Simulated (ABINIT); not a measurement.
ABINIT run on Ba (Im-3m, 1 atom in the cell): self-consistent single point.

Level of theory: PBE, spin-orbit coupling, PAW (JTH v2.0 PBE PAW) (plane waves; ABINIT 10.0.3).

```xyz
1
Lattice="-2.5343 2.5343 2.5343 2.5343 -2.5343 2.5343 2.5343 2.5343 -2.5343" Properties=species:S:1:pos:R:3 pbc="T T T"
Ba     0.0000     0.0000     0.0000
```

Reference input (self-consistent single point, DFT, PBE, plane waves, PAW (JTH v2.0 PBE PAW)): pseudos = [Ba.GGA_PBE-JTH.xml]; ecut = 20 Ha; pawecutdg = 40 Ha; pawxcdev = 0; ixc = 11; occopt = 3; tsmear = 0.1 eV; ngkpt = 9 9 9; nshiftk = 1; shiftk = 0 0 0; potentials = JTH v2.0 PBE PAW; nband = 10. This run's input differs from it in these lines:

```diff
@@ -17,6 +17,8 @@
 ixc 11
+nspinor 2
+nspden 1
 occopt 3
 tsmear 0.1 eV
-nband 10
-kptopt 1
+nband 20
+kptopt 4
 ngkpt 9 9 9
```

Log, with long lists cut:

```
--- !BeginCycle
solver: {iscf: 17, nstep: 50, nline: 4, wfoptalg: 10, }
tolerances: {tolvrs: 1.00E-10, }
...

     iter   Etot(hartree)      deltaE(h)  residm     nres2
 ETOT  1  -25.818781267091    -2.582E+01 2.707E-02 1.870E-01
 ETOT  2  -25.838314571297    -1.953E-02 4.395E-03 1.402E-02
 ETOT  3  -25.838254475031     6.010E-05 1.150E-03 2.479E-03
 ETOT  4  -25.838268207716    -1.373E-05 5.672E-04 5.492E-04
 ETOT  5  -25.838273910942    -5.703E-06 1.218E-04 1.159E-05
 ETOT  6  -25.838273988748    -7.781E-08 1.834E-04 1.105E-06
 ETOT  7  -25.838273988292     4.552E-10 4.003E-05 1.155E-07
 ETOT  8  -25.838273988287     5.432E-12 7.658E-05 3.255E-09
 ETOT  9  -25.838273988293    -6.324E-12 1.377E-05 3.618E-10
 ETOT 10  -25.838273988286     6.867E-12 2.626E-05 1.528E-11
 At SCF step   10       nres2   =  1.53E-11 < tolvrs=  1.00E-10 =>converged.

 Cartesian components of stress tensor (hartree/bohr^3)
  sigma(1 1)=  6.92466385E-06  sigma(3 2)=  0.00000000E+00
  sigma(2 2)=  6.92466385E-06  sigma(3 1)=  0.00000000E+00
  sigma(3 3)=  6.92466385E-06  sigma(2 1)=  0.00000000E+00

 ----iterations are completed or convergence reached----

 reduced coordinates (array xred) for    1 atoms
       0.000000000000      0.000000000000      0.000000000000
 cartesian forces (eV/Angstrom) at end:
    1     -0.00000000000000    -0.00000000000000    -0.00000000000000
 frms,max,avg= 0.0000000E+00 0.0000000E+00   0.000E+00  0.000E+00  0.000E+00 e/A
 length scales=  1.889726132886  1.889726132886  1.889726132886 bohr
              =  1.000000000000  1.000000000000  1.000000000000 angstroms
   [... lines left out ...]
 Fermi (or HOMO) energy (eV) =   1.84938   Average Vxc (eV)=  -7.54130
   [... lines left out ...]
'-kT*entropy'       : -1.66922903085411E-03
total_energy        : -2.58382770879960E+01
total_energy_eV     : -7.03095276122503E+02
...

-Cartesian components of stress tensor (GPa)         [Pressure= -2.0373E-01 GPa]
- sigma(1 1)=  2.03730610E-01  sigma(3 2)=  0.00000000E+00
- sigma(2 2)=  2.03730610E-01  sigma(3 1)=  0.00000000E+00
- sigma(3 3)=  2.03730610E-01  sigma(2 1)=  0.00000000E+00

 Calculation completed.
```

The run converged in 10 iterations. Against the reference run the pressure hardly changes (-0.18 to -0.20 GPa).

The starting cell has typed, rounded lattice constants, without a prior relaxation at this level. Its lattice was rescaled by a random factor within 2.5 % of one.

Cost on one core of a shared machine: roughly 90 s.
